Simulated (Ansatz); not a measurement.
Consider this model of amorphous Hf$_{18}$O$_{38}$Si.

```xyz
57
Lattice="9.2925 -0.1308 -0.0555 -0.1308 8.9208 0.0704 -0.0555 0.0704 8.8488" Properties=species:S:1:pos:R:3 pbc="T T T"
Hf     5.4067     3.4056     6.2194
Hf     7.0954     2.7661     0.6785
Hf     8.5816     4.5560     6.5852
Hf     2.2169     2.5235     5.3258
Hf     2.1364     5.8003     3.3010
Hf     4.6839     0.7411     8.7005
Hf     4.8985     6.0462     1.1380
Hf     2.4100     5.0680     7.6519
Hf     0.1383     8.6639     5.1063
Hf     3.6182     8.0274     5.5045
Hf     4.4945     3.1232     2.8981
Hf     2.5291     8.7978     1.9207
Hf     6.9186     5.6638     4.2275
Hf     8.7555     6.1033     0.6568
Hf     6.6602     7.3936     6.8669
Hf     7.7965     2.3788     4.1460
Hf     5.9406     8.5669     3.1144
Hf     1.0256     2.9990     1.6233
O      7.4151     2.7580     6.1930
O      4.1729     5.2523     2.9884
O      0.5267     6.0277     7.8891
O      4.9842     8.6109     6.9994
O      4.2593     2.2297     4.8131
O      3.9673     1.6701     1.5682
O      2.7471     6.2684     5.4681
O      6.8553     6.6803     2.4958
O      6.7989     6.6807     8.7011
O      1.1922     7.6439     3.7172
O      7.8210     0.1672     4.0610
O      6.0698     3.8205     4.1764
O      3.4405     3.5947     6.6884
O      4.9620     8.1277     1.3304
O      5.6874     7.3534     4.8719
O      8.0018     4.3129     8.6120
O      2.3295     3.9199     0.4274
O      1.0660     3.8830     6.4149
O      6.1870     1.6904     2.8497
O      2.2823     3.5727     3.4993
O      8.5171     4.4414     4.4924
O      8.2691     8.7653     7.1534
O      6.3450     5.2661     6.3278
O      7.1018     0.6590     0.3659
O      8.2588     6.7310     5.5966
O      3.8872     8.6184     3.6165
O      5.4989     2.5097     8.0509
O      0.5375     5.2250     2.0937
O      5.7139     4.0775     1.3911
O      2.8308     0.1697     8.6953
O      2.2142     0.4113     5.7606
O      0.3241     1.8196     4.8914
O      2.7588     6.7442     1.6493
O     -0.0620     8.1936     0.8016
O      0.0294     1.9478     0.0475
O      8.3866     2.9090     2.2656
O      1.4000     1.2554     2.4274
O      4.1014     5.9994     8.1719
Si     8.5903     0.4080     8.6539
```

All values below come from PBE, scalar-relativistic without spin-orbit coupling (plane waves to 420 eV, PAW; Ansatz, a first-principles code).

Preparation: random packing, a CHGNet melt and quench, and a DFT relaxation. O atoms were pushed apart under 1.9 Å during the dynamics, to hinder bonds among them. The hot cell started wider than the set density and was brought back towards it in steps. It is the lowest in DFT energy of 2 quenches. It is a model cell: composition and starting density were chosen by hand, and all elements were melted together. No dispersion term was used. Its density started from a set value of 8.61 and ended at 8.72 g/cm³. The quench (nominally 380 K/ps over its main leg) was far faster than any real one, so the model tends to hold more defects than a real film. One small periodic cell is one sample of the glass; other quenches scatter about these values. Volume and shape were free in the relaxation.

Cut-offs for bonds: Hf-Hf 3.34 Å, Hf-O 2.74 Å, Hf-Si 2.89 Å, O-O 1.58 Å, O-Si 2.12 Å, Si-Si 2.60 Å. Two cations that share two anions don't count as bonded, nor two that share one unless they lie closer than Hf-Hf 3.25 Å, Hf-Si 2.81 Å, Si-Si 2.38 Å.

**Question.** Give the coordination numbers, mean bond lengths and angles.

**Answer.** 
| Quantity | Value |
|---|---|
| Mean coordination of Hf by anions | 6.28 (1 with 5, 11 with 6, 6 with 7) |
| Mean coordination of O | 3.08 (5 with 2, 25 with 3, 8 with 4) |
| Mean coordination of Si by anions | 4.00 (1 with 4) |
| Mean Hf-O bond | 2.152 Å (spread 0.149 Å, 113 counted) |
| Mean O-Si bond | 1.658 Å (spread 0.019 Å, 4 counted) |
| Bond angle at Hf | mean 102.2°, spread 28.8° |
| Bond angle at O | mean 113.2°, spread 16.0° |
| Bond angle at Si | mean 109.4°, spread 5.8° |

**Question.** List the pairs of like atoms that count as bonded by the rules above.

**Answer.** There are none by these rules.
